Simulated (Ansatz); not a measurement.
Consider BaTiO3 (space group P4mm, No. 99; a = 3.985 Å, c = 4.204 Å).

Computed with PBE/PAW in Ansatz (a quantum-chemistry and plane-wave program), spin-orbit coupling left out, earlier PAW set.

Base values:

| Item | Value |
|---|---|
| Shortest interatomic distance | 1.811 Å |
| Smallest direct gap | 2.39 eV |
| Band gap | 1.85 eV |

The change: a hydrostatic pressure of 1.5 GPa.

Problem. How does this affect the shortest interatomic distance, smallest direct gap and band gap?

Solution. The shortest interatomic distance goes up by 0.010 Å (1.811 Å → 1.821 Å); the smallest direct gap shrinks by 0.04 eV (2.39 eV → 2.35 eV); the band gap grows by 0.01 eV, from 1.85 eV to 1.86 eV.

Load acts through the strain it causes; cell and atoms are relaxed under it. No phonon test of stability was made. All final runs are without spin polarisation.
